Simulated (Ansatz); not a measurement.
## KI under a change: uniaxial strain ε_zz = +2.50 %

Take KI in the rock salt structure (space group Fm-3m, No. 225; a = 7.006 Å) as the base. Axes: x, y, z lie along the cube axes.

It is then changed as follows: uniaxial strain ε_zz = +2.50 %, all other strain components held at zero, atoms relaxed at fixed cell.

All numbers come from Kohn–Sham DFT with the PBEsol functional, run in Ansatz (a program for electronic structure) with PAW and 420 eV plane waves, no spin-orbit coupling. Settings: 8×8×8 k-points, 0.05 eV Fermi–Dirac smearing.

```tsv
quantity	base	changed	shift
volume per atom	42.98 Å³	44.05 Å³	+1.07 Å³
space group	Fm-3m (No. 225)	I4/mmm (No. 139)	–
shortest interatomic distance	3.503 Å	3.503 Å	0.000 Å
energy relative to the base (free energy F)	0 meV/atom	+2.2 meV/atom	+2.2 meV/atom
band gap	3.87 eV	3.82 eV	-0.056 eV
gap character	direct at Γ	direct at Γ	–
valence-band top at Γ (three highest levels, from the VBM)	0.00, 0.00, 0.00 eV	0.00, 0.00, -0.01 eV	–
valley order (the lowest conduction-band minima on the path, energy above the VBM, named in the base's zone)	Γ 3.87 eV; X along ⟨100⟩ 4.79 eV	Γ 3.82 eV; X along [100] 4.83 eV; X along [001] 4.85 eV	–
stress (xx, yy, zz, yz, xz, xy; compression positive)	–	(-0.08, -0.08, -0.61, 0.00, 0.00, 0.00) GPa	–
```

Final structure:

```xyz
2
Lattice="0.0000 3.5028 3.5904 3.5028 0.0000 3.5904 3.5028 3.5028 0.0000" Properties=species:S:1:pos:R:3 pbc="T T T"
K      0.0000     0.0000     0.0000
I      3.5028     3.5028     3.5904
```

Cost of the whole job for the changed cell (relaxation, final SCF and bands): roughly 13 core-seconds.

Spin-orbit coupling, missing from the scalar runs, can matter with I. Whether these cells are dynamically stable was not tested. k-point labels follow each cell's own Brillouin zone.
